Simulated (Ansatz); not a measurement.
We consider SnS (Cmcm, No. 63, 4 atoms in the cell; start COD 9008295; cell measured at 905 K), described by PBEsol in Ansatz (PAW).

Settings: plane-wave cutoff 520 eV, 10×10×8 k mesh (along the axes of the cell as run), Fermi–Dirac smearing 0.01 eV, scalar-relativistic PAW data made under PBE.

Cell (relaxed at this level):

```
SnS
1.0
    2.01901    -5.65299     0.00000
    2.01901     5.65299     0.00000
    0.00000     0.00000     4.03864
Sn S
2 2
Direct
  0.87670   0.12330   0.25000
  0.12330   0.87670   0.75000
  0.64780   0.35220   0.25000
  0.35220   0.64780   0.75000
```

Problem. What does this level give for the band gap, smallest direct gap on the k points sampled, direct gap at Γ and bulk modulus B0?

Solution. 
- band gap: 0.03 eV (under three smearing widths, so not firm)
- smallest direct gap on the k points sampled: 0.89 eV
- direct gap at Γ: 4.08 eV
- bulk modulus B0: 41.4 GPa

Note: the relaxation could not lower the start's symmetry, so the cell can be a saddle point above a distorted one; the bulk modulus is −V dP/dV from two relaxed cells at ±2 % in volume.

Spin–orbit coupling is not included; it can close the smallest gap of 0.03 eV.

Computed values are for the static lattice.

Computing time: roughly 2.6 core-minutes.

Ansatz is an electronic-structure program.
